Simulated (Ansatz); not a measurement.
# Converging shifted k-point meshes: LiMoN₂ (R3m, 4 atoms in the cell)

```
CELL_PARAMETERS angstrom
      1.45292     0.83884     5.32549
     -1.45292     0.83884     5.32549
      0.00000    -1.67769     5.32549
ATOMIC_POSITIONS crystal
  Li 0.41672 0.41672 0.41672
  Mo 0.58592 0.58592 0.58592
  N  0.84262 0.84262 0.84262
  N  0.99655 0.99655 0.99655
```

Level of theory: LDA (PW92), default PAW files made with PBE (plane waves; Ansatz, a program for electronic structure).

Base settings: basis.ecutwfc = 420 eV; kpoints.mp_grid.grid = 13 13 13; hamiltonian.xc = lda; hamiltonian.pseudopotentials = {kind: paw} (the program's default PAW files); scf.occupations.method = gaussian; scf.occupations.width = 0.1 eV.

In this ladder: kpoints.mp_grid.shift = 0.5 0.5 0.5.

Only quantities that move along the ladder and can be compared are tabulated.

The count of work is k-points × plane waves × bands × iterations; it is no time. Core times come from one kind of shared machine, to one figure; runs under 30 s give none.

The starting cell comes from a database of computed structures (which also holds hypothetical and non-ambient phases and stackings), without a prior relaxation at this level. Its lattice was rescaled by up to half a per cent. One atom was moved a little off its site on purpose. Spin polarisation is off; with an odd number of electrons in the cell that forces a metal, and a magnetic state may lie lower. In the base run, with a pressure of about -12 GPa the cell is away from its equilibrium volume at this level. Ansatz's pressure includes its estimate of the finite-basis (Pulay) stress.

```tsv
kpoints.mp_grid.grid	free energy less the last step's (meV/atom)	pressure (GPa)	largest difference of a force vector from the last step's (eV/Å)	count of work / last	core time / last (rough)
2 2 2	122.97	-10.23	0.514	0.00032	–
3 3 3	12.18	-10.91	0.283	0.0011	–
4 4 4	-9.96	-13.36	0.147	0.0019	–
5 5 5	0.22	-12.29	0.068	0.0036	–
6 6 6	-3.96	-12.49	0.037	0.0052	–
7 7 7	4.39	-12.49	0.096	0.0082	–
8 8 8	-1.99	-12.33	0.034	0.011	–
9 9 9	-1.56	-12.51	0.039	0.016	–
10 10 10	3.40	-12.27	0.037	0.021	–
11 11 11	-1.45	-12.47	0.043	0.027	–
13 13 13	0.97	-12.35	0.022	0.043	–
14 14 14	-0.46	-12.48	0.035	0.052	–
15 15 15	-0.14	-12.41	0.019	0.064	–
19 19 19	0.03	-12.42	0.010	0.13	0.1
23 23 23	0.10	-12.41	0.003	0.22	0.2
28 28 28	-0.03	-12.42	0.002	0.38	0.2
35 35 35	-0.01	-12.42	0.001	0.73	0.3
39 39 39	0.00	-12.42	0.000	1.0	1
```

Coarsest kpoints.mp_grid.grid that holds the free energy within 0.5 meV/atom of the last step, with all finer ones: 14 14 14, at 0.052 of the last step's count of work; the step before is off by 0.97 meV/atom.

Coarsest kpoints.mp_grid.grid that holds the forces within 0.005 eV/Å of the last step, with all finer ones: 23 23 23, at 0.22 of the last step's count of work and about 0.2 of the last step's time; the step before is off by 0.010 eV/Å.

Coarsest kpoints.mp_grid.grid that holds the pressure within 0.2 GPa of the last step, with all finer ones: 5 5 5, at 0.0036 of the last step's count of work; the step before is off by 0.94 GPa.

Keys are those of Ansatz 0.2.
